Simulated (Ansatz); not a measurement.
Relaxed 16-atom cells of (Mo,W) in the body-centred cubic type, of low symmetry and near-random order, with the end members in the same type and cell. Left out are ordered and sheared cells and those that changed their type; one cell stands for each fraction.

All values below come from PBE (plane waves to 420 eV, PAW; Ansatz, a first-principles code). No spin–orbit coupling; the runs are not spin-polarised; with elements this heavy it can move edges by tenths of an eV.

```json
[
 {"cell": "Mo", "fraction of W": "0", "volume (Å³/atom)": "15.79"},
 {"cell": "Mo3W", "fraction of W": "0.2500", "volume (Å³/atom)": "15.89"},
 {"cell": "MoW", "fraction of W": "0.5000", "volume (Å³/atom)": "withheld"},
 {"cell": "MoW3", "fraction of W": "0.7500", "volume (Å³/atom)": "16.05"},
 {"cell": "W", "fraction of W": "1", "volume (Å³/atom)": "16.13"}
]
```

Question: Fit y = y0 + (y1 − y0) x − b x (1 − x), with y0 and y1 the end rows to the rows shown by least squares, with x the second column and y the third, and predict the withheld row.

Answer: The fit gives b = -0.05, with a root-mean-square miss of 0.004 on the rows shown. At x = 0.5000 it predicts 15.97; the run gives 15.97, a miss of 0.00.
